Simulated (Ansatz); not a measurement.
Results of r²SCAN (Ansatz, a first-principles code, PAW) for CdBr₂ (R-3m, No. 166, 6 atoms in the cell; start mp-568722).

Settings: plane-wave cutoff 500 eV, 12×12×12 k mesh, Fermi–Dirac smearing 0.05 eV, scalar-relativistic PAW data made under PBE.

Cell (relaxed at this level):

```
CELL_PARAMETERS angstrom
      2.00728     1.15890    13.13129
     -2.00728     1.15890    13.13129
      0.00000    -2.31780    13.13129
ATOMIC_POSITIONS crystal
  Cd 0.00000 0.00000 0.00000
  Cd 0.50000 0.50000 0.50000
  Br 0.20628 0.20628 0.20628
  Br 0.79372 0.79372 0.79372
  Br 0.62704 0.62704 0.62704
  Br 0.37296 0.37296 0.37296
```

Predict the band gap.


* **band gap**: 3.52 eV (on the SCF k mesh)

Note: the relaxation could not lower the start's symmetry, so the cell can be a saddle point above a distorted one; the cell has widely spaced layers and the level no dispersion term, so their spacing and the moduli can rest on weak binding.

Spin–orbit coupling is not included.

Computing time: very roughly 5 core-minutes.

A start named mp-… is a Materials Project structure, which need not be a measured phase.
